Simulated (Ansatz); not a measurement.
Base system: SiSe2 (space group Ibam, No. 72; a = 6.301 Å, b = 9.302 Å, c = 5.856 Å; made of chains).

The values are results of plane-wave PAW DFT at the PBEsol level (Ansatz, a quantum-chemistry and plane-wave program, 420 eV), spin-orbit coupling left out, not measurements.

For the base:

Electron mass: 0.63 mₑ along a, 0.44 mₑ along b, 1.3 mₑ along c (at X)
Band gap: 1.65 eV

Modification: a hydrostatic pressure of 2.1 GPa.

Predict the new electron mass and band gap.

The electron mass goes from 0.63 mₑ along a, 0.44 mₑ along b, 1.3 mₑ along c (at X) to 0.48 mₑ along a, 0.35 mₑ along b, 0.54 mₑ along c (at X); the band gap drops by 0.42 eV to 1.23 eV.

Load acts through the strain it causes; cell and atoms are relaxed under it. Effective masses come from finite differences of ±0.01 Å⁻¹. No phonon test of stability was made. No dispersion term is included in the PBEsol runs.
